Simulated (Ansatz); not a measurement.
Take GaAs (space group P4_2/mnm, No. 136; a = 7.0247 Å, c = 4.0616 Å; a hypothetical phase, not in the database extracts checked) as the base.

Calculations: PBE in Ansatz (plane waves to 420 eV, PAW, no spin-orbit coupling).

Carriers are added at fixed cell with a uniform background; the Fermi–Dirac width is that of 300 K.

One change was made to it. Results:

The Fermi level relative to the doped band's edge (positive inside the band; to 0.05 eV) amounts to +1.40 eV; the gap character remains direct at Γ; the gap between the host's bands is nearly the same (0.21 eV against 0.22 eV).

### Question
Name the change that was made.
A) holes 2.0×10^21 cm⁻³
B) electrons 7.0×10^21 cm⁻³
C) holes 7.0×10^21 cm⁻³
D) holes 5.0×10^21 cm⁻³
E) electrons 2.0×10^21 cm⁻³

### Answer
B, electrons 7.0×10^21 cm⁻³. For comparison, the Fermi level from band edge in the other runs: holes 7.0×10^21 cm⁻³ gives +0.80 eV; holes 2.0×10^21 cm⁻³ gives +0.40 eV; holes 5.0×10^21 cm⁻³ gives +0.70 eV; electrons 2.0×10^21 cm⁻³ gives +1.10 eV.

Carriers are added with a uniform compensating background; total energy and stress of such cells depend on the potential's zero and are not compared; many-body gap narrowing is missing at this level. No phonon test of stability was made. A zero or small gap of GaAs can be the functional's error rather than a property of the material.

Ansatz is a program for electronic structure.
